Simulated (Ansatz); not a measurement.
## Ca, element substitutions

The reference is Ca in the simple cubic structure (space group Pm-3m, No. 221; a = 3.4596 Å; a cell from a computed database, its experimental status unchecked).

Each row replaces one element on all its sites; cell and atoms are relaxed.

Calculations: Kohn–Sham DFT with the PBEsol functional, run in Ansatz (a first-principles code) with PAW and 420 eV plane waves, no spin-orbit coupling.

```csv
variant,shortest interatomic distance,density
base,3.460 Å,1.61 g/cm³
Ca → Hf,2.865 Å,12.61 g/cm³
Ca → Sr,(withheld),(withheld)
Ca → Lu,3.133 Å,9.45 g/cm³
```

Q: Complete the table.

A: 
- Ca → Sr, shortest interatomic distance: 3.754 Å
- Ca → Sr, density: 2.75 g/cm³

Whether these cells are dynamically stable was not tested. As relaxed here, Hf, Sr and Lu are hypothetical phases, not in the database extracts checked. All final runs are without spin polarisation. Hf has a high density of states at the Fermi level and may be magnetic at this level. This is not the structure that Ca has at room temperature and ambient pressure.
